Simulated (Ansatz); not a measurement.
By PBEsol, the system below comes out a metal.

Without scattering a metal conducts by its projected Fermi surface.

Consider the following.

```
CELL_PARAMETERS angstrom
      2.63740     0.00000     0.00000
      0.00000     2.63740     0.00000
      1.31870    -1.31870     1.86493
ATOMIC_POSITIONS crystal
  Rh 0.00000 0.00000 0.00000
```

The cell is strained (all lengths scaled by 0.98); by PBEsol it stands under a pressure of 13.1 GPa.

The current flows along the normal of the first two printed cell vectors, the (001) plane of the conventional cell. No spin-orbit coupling; the value is a mean over 0.1 eV about the Fermi level.

Problem. State the ballistic conductance per area according to Ansatz (a first-principles code) with PBEsol.

Solution. 2.4 × 10¹⁵ S/m² for both spins.
